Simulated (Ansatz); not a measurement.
## Electron-phonon data for Mg2Pd (I4/mmm)

Here is the system:

```
Mg2Pd
1.0
   -1.61636     1.61636     5.03556
    1.61636    -1.61636     5.03556
    1.61636     1.61636    -5.03556
Mg Pd
2 1
Direct
  0.64653   0.64653   0.00000
  0.35347   0.35347   0.00000
  0.00000   0.00000   0.00000
```

Level of theory: PBEsol, DFPT electron-phonon coupling, linearised Boltzmann equation (plane waves, PAW, scalar-relativistic; Ansatz, an electronic-structure program). Geometry: relaxed with this functional, without spin-orbit coupling.

* **resistivity at 300 K**: 5.2 (x), 5.2 (y), 6.0 (z) μΩ·cm
* **resistivity at 77 K**: 0.90 (x), 0.90 (y), 1.02 (z) μΩ·cm
* **electron mean free path at 300 K (weighted by the current that each state carries)**: 19.7 nm
* **electron-phonon coupling λ**: 0.23
* **transport coupling λ_tr**: 0.25 (x), 0.25 (y), 0.23 (z)
* **logarithmic mean phonon energy**: 12.6 meV
* **density of states at the Fermi level**: 0.53 states/(eV·spin·cell)
* **Drude plasma energy**: 7.3 (x), 7.3 (y), 6.7 (z) eV
* **Tc for μ* = 0.10 (anisotropic Eliashberg)**: below 1 K
* **Tc for μ* = 0.13 (anisotropic Eliashberg)**: below 1 K

A metal at this level (no band gap). Only scattering by harmonic phonons is included (no impurities, grain boundaries, electron-electron scattering or thermal expansion). Spin-orbit coupling is left out. The run warned that the eigensolver left some states short of its tolerance. Halving the electron mesh (24x24x24) moves the resistivity by up to 8 % at 300 K, the mean free path by up to 4 %, the coupling by up to 2 %. Smearing 0.20 eV; phonons on a 6x6x6 q mesh, which this run doesn't test and which matters most at low temperature. Tc comes from the anisotropic Migdal-Eliashberg equations with μ*, a chosen number, referred to 19.7 meV.

Computed structure with no diffraction record at hand here (it may be known, metastable or hypothetical): Mg2Pd (I4/mmm).
